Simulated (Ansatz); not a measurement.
Abridged Ansatz (an electronic-structure program) output:

```
Relaxation: its limit of steps is 50 (relax.max_steps)
Pseudopotential: K, paw, valence charge 9
Pseudopotential: Ta, paw, valence charge 13
Pseudopotential: O, paw, valence charge 6
Crystal: 5 atoms, lattice volume = 62.158 Å³
Basis set: ecut = 420 eV, 1229 PW (Γ), exchange–correlation on 54×54×54 points (8 copies of the dense FFT grid, shifted against one another)
Bands: 25, of which v1, the nominal top of the filled ones, is band 20 counted from 1 (19 counted from 0)
Symmetry: 16 space group operations
k-points: 75 of 512
Functional: x = pbesol(κ = 0.804, μ = 0.12345679012345678), c = pbesol(β = 0.046)
SCF iter   1: F=—  HF=-13011.078995 eV  |F-HF|=—  |Δ(HF+E_count)|=         —  Δρ=1.73e-2  dr2=1.61e-1  ethr=1.77e-3  ⟨swp⟩=6.4  Hψ=9333  notcnv=0
SCF iter   2: F=—  HF=-13011.042759 eV  |F-HF|=—  |Δ(HF+E_count)|=   3.62e-2  Δρ=4.52e-3  dr2=8.76e-3  ethr=4.03e-4  ⟨swp⟩=2.1  Hψ=3636  notcnv=0  defer=65
SCF 1 converged in 9 iterations: F = -13011.041384 eV  dr2 = 2.67e-11
relax step   1: F+E_penalty+E_count = -13011.04138415 eV  Δ(F+E_penalty+E_count) = +0.000e0 eV  max|allowed force component| = 1.586e-29 eV/Å  Δτ_max = 0.0000 Å  (9 SCF iters, accepted)
SCF converged after 9 iterations
Free energy (F): -13011.041384 eV
Internal energy: -13011.041384 eV  (E = F + TS)
E sigma→0 (E₀):  -13011.041384 eV
Fermi energy:    10.041232 eV
--- Forces (eV/Å), atoms counted from 1 ---
  atom   1  K     -0.00000000    -0.00000000     0.00000000
  atom   2  Ta     0.00000000    -0.00000000     0.00000000
  atom   3  O      0.00000000     0.00000000     0.00000000
  atom   4  O      0.00000000    -0.00000000     0.00000000
  atom   5  O      0.00000000     0.00000000     0.00000000
--- Stress (GPa, compression-positive) ---
        1.460376       0.000000       0.000000
        0.000000       1.460376       0.000000
        0.000000       0.000000       8.988819
  P = ⅓ Tr σ = 3.9699 GPa (39.699 kbar)
--- Relaxed structure (1 steps of the walk, 1 accepted, 0 SCFs on fresh bases) ---
  atoms:
    - { symbol: K, position: [0.0, 0.0, 0.0] }
    - { symbol: Ta, position: [0.5, 0.5, 0.5] }
    - { symbol: O, position: [0.5, 0.0, 0.5] }
    - { symbol: O, position: [0.0, 0.5, 0.5] }
    - { symbol: O, position: [0.5, 0.5, 0.0] }
```

What was computed, and what are the main results?

KTaO3, 5 atoms in the cell, with PBEsol, PAW, 420 eV (Ansatz; no spin-orbit coupling). The last SCF converged to F = -13011.041384 eV, or -2602.2083 eV per atom, at a pressure of 3.97 GPa. The total energy compares only with runs of the same code, potentials and settings.

With Ta present, leaving out spin-orbit coupling can change the band edges. The cells carry an imposed strain or load. Stability against distortions was not tested. The cell was made from KTaO$_{3}$ in the cubic perovskite structure (space group Pm-3m, No. 221) by this change: uniaxial strain ε_zz = −1.80 %.

Keys are those of Ansatz 0.2.
